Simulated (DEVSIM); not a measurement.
Structure: Schottky contact on n-type Si, at 400 K.

| layer (left to right) | material | thickness (μm) | Nd (cm⁻³) | τn (s) | τp (s) |
|---|---|---|---|---|---|
| 1 | Si | 0.540 | 2.4e16 | 9e-7 | 9e-7 |
| 2 | Si | 2.60 | 1.1e18 | 9e-7 | 9e-7 |

Left contact: Schottky, work function 4.56 eV, emission velocity 3.5e6 cm/s. Right contact: ohmic. Voltage is applied to the left contact. Recombination: SRH at mid-gap, radiative, Auger. Gap narrowing is on: ΔEg = 6.92 meV × (l + √(l² + 0.5)), l = ln(N/1.3e17 cm⁻³), shared equally by both band edges. Mobility is μmin + (μ − μmin)/(1 + (N/Nref)^α).

This is a model device: material constants are rounded textbook-type values typed into the input, and sizes, dopings and lifetimes were drawn at random. Values at 300 K; Nc and Nv go as T^1.5, mobilities as T to minus their exponent, the gap by Varshni's rule with the affinity fixed.

```tsv
parameter	Si
gap (eV)	1.124
affinity (eV)	4.05
permittivity	11.7
Nc (cm⁻³)	2.86e19
Nv (cm⁻³)	3.1e19
μn (cm²/Vs)	1417
μp (cm²/Vs)	470
μn,min	52
μp,min	45
Nref,n	9.7e16
Nref,p	2.2e17
αn	0.68
αp	0.72
T exponent of μn	2.3
T exponent of μp	2.2
B (cm³/s)	4.7e-15
Cn (cm⁶/s)	2.8e-31
Cp (cm⁶/s)	9.9e-32
Varshni α (eV/K)	0.000473
Varshni β (K)	636
```

Model (solved in DEVSIM): 1D drift-diffusion, Boltzmann statistics, complete ionisation; no tunnelling, impact ionisation, image-force lowering or self-heating. Metal contacts follow the ideal Schottky-Mott rule: no Fermi-level pinning, no interface dipoles.

Base results: potential step across the device at zero bias (V) 0.368; dark forward voltage at 100 A/cm² (V) 0.095.

**Question.** What follows from this one change: metal work function 4.56 → 4.66 eV?

**Answer.** potential step across the device at zero bias 0.368 → 0.468 V; dark forward voltage at 100 A/cm² 0.095 → 0.193 V.

**Question.** What follows from this one change: temperature 400 → 350 K?

**Answer.** potential step across the device at zero bias 0.368 → 0.390 V; dark forward voltage at 100 A/cm² 0.095 → 0.149 V.

**Question.** What follows from this one change: doping Nd of layer 2 1.1e+18 → 3.3e+16 cm^-3?

**Answer.** potential step across the device at zero bias 0.368 → 0.261 V; dark forward voltage at 100 A/cm² 0.095 → 0.104 V.
